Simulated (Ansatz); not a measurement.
**A computed series for BN: element substitutions**

The reference is BN in the zinc blende structure (space group F-43m, No. 216; a = 3.6051 Å).

Each row replaces one element on all its sites; cell and atoms are relaxed.

Levels (all Ansatz, a first-principles code, PAW, earlier PAW set): PBEsol (420 eV, no spin-orbit coupling); r2SCAN (500 eV, spin-orbit coupling left out); PBEsol+SOC (420 eV, spin-orbit coupling included).

Band gaps by level, all at the geometries relaxed with PBEsol:

```json
[
 {"case": "base", "PBEsol": "4.29 eV", "r2SCAN": "5.00 eV", "PBEsol+SOC": "4.29 eV"},
 {"case": "B → Be", "PBEsol": "zero", "r2SCAN": "zero", "PBEsol+SOC": "zero"},
 {"case": "B → Al", "PBEsol": "3.19 eV", "r2SCAN": "3.93 eV", "PBEsol+SOC": "3.19 eV"},
 {"case": "B → Ge", "PBEsol": "zero", "r2SCAN": "zero", "PBEsol+SOC": "zero"}
]
```

Single points use the geometry relaxed with PBEsol. Differences between runs with and without spin-orbit coupling are approximate. Stability against distortions was not tested. As relaxed here, BeN and GeN are hypothetical phases, not in the database extracts checked. The runs without spin-orbit coupling are not spin-polarised. An odd electron count without spin: BeN and GeN. This is not the structure that AlN has at room temperature and ambient pressure.
